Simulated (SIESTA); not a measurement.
# Input and output of a self-consistent single point for CrBW (Fmmm, 6 atoms in the cell) (SIESTA)

Level of theory: LDA PW92, numerical atomic orbitals DZP, PseudoDojo LDA standard norm-conserving potentials (rewritten from UPF to PSML) run with SIESTA.

The input file:

```
# files in the folder: Cr.psml B.psml W.psml (PseudoDojo LDA standard)
SystemName  CrBW
SystemLabel CrBW

NumberOfAtoms                6
NumberOfSpecies              3
%block ChemicalSpeciesLabel
  1 24 Cr
  2 5 B
  3 74 W
%endblock ChemicalSpeciesLabel
LatticeConstant              5.400245 Ang
%block LatticeVectors
     0.000000000    0.702236658    0.711943625
     0.424450187    0.000000000    0.711943625
     0.424450187    0.702236658    0.000000000
%endblock LatticeVectors
AtomicCoordinatesFormat      Ang
%block AtomicCoordinatesAndAtomicSpecies
     2.292135000    2.494769585    3.844670000  1
     2.292135000    5.089730415    3.844670000  1
     3.438202500    5.688375000    5.767005000  2
     1.146067500    1.896125000    1.922335000  2
     2.292135000    3.792250000    1.274123638  3
     2.292135000    3.792250000    6.415216362  3
%endblock AtomicCoordinatesAndAtomicSpecies

XC.functional                LDA
XC.authors                   PW92
PAO.BasisSize                DZP
PAO.EnergyShift              0.01 Ry
MeshCutoff                   400 Ry
%block kgrid.MonkhorstPack
    6   0   0  0.0
    0   6   0  0.0
    0   0   6  0.0
%endblock kgrid.MonkhorstPack
OccupationFunction           FD
ElectronicTemperature        0.1 eV

MaxSCFIterations             150
SCF.Mixer.Method             Pulay
SCF.Mixer.Weight             0.1
SCF.Mixer.History            6
SCF.DM.Tolerance             1.0E-05
Diag.ParallelOverK           true
WriteForces                  true
Charge.Mulliken              end
```

Log, with long lists cut:

```
reinit: Reading from file input.fdf

reinit: System Name: CrBW
reinit: System Label: CrBW

coor:   Atomic-coordinates input format  =     Cartesian coordinates
coor:                                          (in Angstroms)

siesta: Atomic coordinates (Bohr) and species
siesta:      4.33151   4.71443   7.26537  1        1
siesta:      4.33151   9.61820   7.26537  1        2
siesta:      6.49726  10.74947  10.89806  2        3
siesta:      2.16575   3.58316   3.63269  2        4
siesta:      4.33151   7.16631   2.40774  3        5
siesta:      4.33151   7.16631  12.12300  3        6

siesta: System type = bulk

initatomlists: Number of atoms, orbitals, and projectors:      6   102   116

siesta: ******************** Simulation parameters ****************************
redata: Spin configuration                          = none
redata: Time-Reversal Symmetry                      = T
redata: Number of Atomic Species                    =        3
redata: Mesh Cutoff                                 =   400.0000 Ry
redata: Net charge of the system                    =     0.0000 |e|
redata: Min. number of SCF Iter                     =        0
redata: Max. number of SCF Iter                     =      150
redata: SCF convergence failure will abort job
redata: SCF mix quantity                            = Hamiltonian
redata: Mix DM or H after convergence               =   F
redata: Recompute H after scf cycle                 =   F
redata: Mix DM in first SCF step                    =   T
redata: No kicks to SCF
redata: DM Mixing Weight for Kicks                  =     0.5000
redata: Require Harris convergence for SCF          =   F
redata: Harris energy tolerance for SCF             =     0.000100 eV
redata: Require DM convergence for SCF              =   T
redata: DM tolerance for SCF                        =     0.000010
redata: Require EDM convergence for SCF             =   F
   [... lines left out ...]
diag: Parallel distribution                         =     1 x     1
diag: Used triangular part                          = Lower
diag: Absolute tolerance                            =  0.100E-15
diag: Orthogonalization factor                      =  0.100E-05
diag: Memory factor                                 =  1.0000

superc: Internal auxiliary supercell:     5 x     5 x     5  =     125
superc: Number of atoms, orbitals, and projectors:    750  12750  14500

                        Single-point calculation

superc: Internal auxiliary supercell:     5 x     5 x     5  =     125
superc: Number of atoms, orbitals, and projectors:    750  12750  14500

outcell: Unit cell vectors (Ang):
        0.000000    3.792250    3.844670
        2.292135    0.000000    3.844670
        2.292135    3.792250    0.000000

outcell: Cell vector modules (Ang)   :    5.400245    4.476089    4.431145
outcell: Cell angles (23,13,12) (deg):     74.6396     53.0594     52.3010
outcell: Cell volume (Ang**3)        :     66.8384
new_DM -- step:     1
Initializing Density Matrix...

Attempting to read DM from file... Failed...
DM filled with atomic data:

InitMesh: MESH = 48 x 48 x 48 = 110592
InitMesh: Mesh cutoff (required, used) =   400.000   430.791 Ry

stepf: Fermi-Dirac step function
        iscf     Eharris(eV)        E_KS(eV)     FreeEng(eV)     dDmax    Ef(eV) dHmax(eV)
   scf:    1    -8813.578988    -9038.142335    -9038.225687  1.229671 -1.258971 40.240478
   scf:    2    -9154.795706    -9117.715445    -9117.842168  0.620487 -2.447107 12.808827
   scf:    3    -9130.708670    -9127.101599    -9127.250048  0.169087 -3.220382  7.679118
   scf:    4    -9126.993553    -9129.412049    -9129.551777  0.227597 -3.676104  5.465230
   scf:    5    -9116.635285    -9123.914735    -9124.044371  0.098346 -3.407184 10.967985
   scf:    6    -9129.426132    -9130.998886    -9131.169379  0.256979 -4.189135  1.679011
   [... 6 lines left out ...]
   scf:   13    -9131.194928    -9131.194938    -9131.359017  0.000113 -4.106843  0.002478
   scf:   14    -9131.194909    -9131.194923    -9131.359018  0.000184 -4.107109  0.001537
   scf:   15    -9131.194920    -9131.194922    -9131.359018  0.000042 -4.107331  0.000938
   scf:   16    -9131.194920    -9131.194921    -9131.359018  0.000055 -4.107425  0.000382
   scf:   17    -9131.194919    -9131.194920    -9131.359018  0.000006 -4.107462  0.000318
SCF Convergence by DM+H criterion
max |DM_out - DM_in|         :     0.0000058429
max |H_out - H_in|      (eV) :     0.0003178552
SCF cycle converged after 17 iterations

Using DM_out to compute the final energy and forces

siesta: E_KS(eV) =            -9131.1949

siesta: E_KS - E_eggbox =     -9131.1949

siesta: Atomic forces (eV/Ang):
     1   -0.000000   -0.184493   -0.000000
     2   -0.000000    0.184492    0.000000
     3    0.000000    0.000001    0.000000
     4   -0.000000    0.000001    0.000000
     5   -0.000000   -0.000001    0.090386
     6    0.000000   -0.000000   -0.090386
   Tot   -0.000000   -0.000001    0.000000
   Max    0.184493
   Res    0.068481    sqrt( Sum f_i^2 / 3N )
   Max    0.184493    constrained

Stress tensor Voigt[x,y,z,yz,xz,xy] (kbar):      163.30      168.11      160.18        0.00       -0.00        0.00
(Free)E + p*V (eV/cell)    -9138.1949
Target enthalpy (eV/cell)    -9131.3590

siesta: Program's energy decomposition (eV):
siesta: Ebs     =     -1917.149515
siesta: Eions   =     14394.468717
siesta: Ena     =      3139.548738
siesta: Ekin    =      3293.512189
siesta: Enl     =       338.998814
siesta: Eso     =         0.000000
siesta: Edftu   =         0.000000
siesta: DEna    =       156.472712
siesta: DUscf   =         7.205594
siesta: DUext   =         0.000000
siesta: Ex      =     -1523.509759
siesta: Ec      =      -148.954492
siesta: Exc     =     -1672.464250
siesta: Eharris =     -9131.194919
siesta: Etot    =     -9131.194920
siesta: FreeEng =     -9131.359018

siesta: Atomic forces (eV/Ang):
siesta:      1   -0.000000   -0.184493   -0.000000
siesta:      2   -0.000000    0.184492    0.000000
siesta:      3    0.000000    0.000001    0.000000
siesta:      4   -0.000000    0.000001    0.000000
siesta:      5   -0.000000   -0.000001    0.090386
siesta:      6    0.000000   -0.000000   -0.090386
siesta: ----------------------------------------
siesta:    Tot   -0.000000   -0.000001    0.000000

siesta: Stress tensor (static) (eV/Ang**3):
siesta:     0.101926    0.000000   -0.000000
siesta:     0.000000    0.104923   -0.000000
siesta:    -0.000000    0.000000    0.099975

   [... lines left out ...]
siesta: Cell volume =         66.838427 Ang**3
siesta:        -163.86211592       -163.97453163  kBar
   [... lines left out ...]

              0.044   0.028   0.053

Species: B
Atom  Qatom  Qorb
               2s      2s      2py     2pz     2px     2py     2pz     2px
               3Pdxy   3Pdyz   3Pdz2   3Pdxz   3Pdx2-y2
   3  3.546   0.742   0.274   0.632   0.519   0.288   0.249   0.244   0.276
              0.057   0.064   0.064   0.051   0.086
   4  3.546   0.742   0.274   0.632   0.519   0.288   0.249   0.244   0.276
              0.057   0.064   0.064   0.051   0.086

Species: W
Atom  Qatom  Qorb
               5s      6s      6s      5py     5pz     5px     6py     6pz
               6px     5dxy    5dyz    5dz2    5dxz    5dx2-y2 5dxy    5dyz
               5dz2    5dxz    5dx2-y2
   5 13.280   1.829   0.322   0.048   1.923   1.921   1.920   0.265   0.293
              0.280   0.691   0.806   0.991   0.951   0.906   0.070   0.021

              0.001  -0.012   0.052
   6 13.280   1.829   0.322   0.048   1.923   1.921   1.920   0.265   0.293
              0.280   0.691   0.806   0.991   0.951   0.906   0.070   0.021

              0.001  -0.012   0.052

mulliken: Qtot =       62.000

Mulliken Atomic Populations:
Atom #   charge [q] valence [e]  Species
     1    -0.173408   14.173408  Cr
     2    -0.173410   14.173410  Cr
     3    -0.546495    3.546495  B
     4    -0.546495    3.546495  B
     5     0.719904   13.280096  W
     6     0.719904   13.280096  W
 Total    -0.000000
```

The run converged in 17 iterations.

The starting cell comes from a database of computed structures (which also holds hypothetical and non-ambient phases and stackings), without a prior relaxation at this level. Spin polarisation is off. Values carry the incompleteness of an atom-centred basis. With a pressure of about -16 GPa the cell is away from its equilibrium volume at this level.

Cost on one core of a shared machine: roughly 80 s.
